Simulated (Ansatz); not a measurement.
Consider the following.

```xyz
2
Lattice="0.0000 3.2429 3.3550 3.2429 0.0000 3.3550 3.2429 3.2429 0.0000" Properties=species:S:1:pos:R:3 pbc="T T T"
Sn     0.0000     0.0000     0.0000
Sn     1.6214     1.6214     1.6775
```

Calculation: PBEsol, rigid bands (plane waves, PAW, scalar-relativistic; Ansatz, an electronic-structure program). Condition of this run: uniaxial stress zz = -1 GPa (compression positive) (the target of the relaxation). How the cell was made: cell and atoms relaxed with PBEsol, then loaded as said.

Task: Is this a good metal at this level?

Result: No. No gap is resolved, and few carriers conduct, as in a semimetal or a zero-gap semiconductor. N(E_F) = 0.141 states/eV a cell at 300 K and the Drude plasma energy along the best axis is 1.32 eV, several times under that of a simple or noble metal.

Spin-orbit coupling is left out; it can open or close a small gap.
